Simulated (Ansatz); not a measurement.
The parent structure is GaSe in the beta-GaS type structure (space group P6_3/mmc, No. 194; layered, stacked along the Cartesian z axis).

```
CELL_PARAMETERS angstrom
      3.76945     0.00000     0.00000
     -1.88473     3.26444     0.00000
      0.00000     0.00000    15.96132
ATOMIC_POSITIONS crystal
  Ga 0.33333 0.66667 0.17345
  Ga 0.66667 0.33333 0.67345
  Ga 0.66667 0.33333 0.82655
  Ga 0.33333 0.66667 0.32655
  Se 0.33333 0.66667 0.59964
  Se 0.66667 0.33333 0.09964
  Se 0.66667 0.33333 0.40036
  Se 0.33333 0.66667 0.90036
```

Method: PBE-D3(BJ) in Ansatz (plane waves to 420 eV, PAW, without spin-orbit coupling).

Its conduction minimum is a single valley at Γ with mass 0.11 mₑ.

Modification: 0.982 electrons added to each cell, a density of 5.0×10^21 cm⁻³, with a uniform compensating background at fixed cell and a 300 K Fermi–Dirac width.

Task: Where would a parabolic band put the Fermi level, and where does the calculation put it?

Result: k_F = (3π²n)^(1/3) = 0.529 Å⁻¹, so ħ²k_F²/2m = 9.7 eV above the band edge at zero temperature. The calculation gives 0.75 eV (to 0.05 eV): the band is strongly non-parabolic or higher valleys fill at this density.

Charged cell with a jellium background: band edges are those of the host's band count, energies are not comparable with the neutral cell, and many-body gap narrowing is missing. The levels and masses belong to the bands next to the band gap. Effective masses come from finite differences of ±0.01 Å⁻¹. No phonon test of stability was made.

Ansatz is a program for electronic structure.
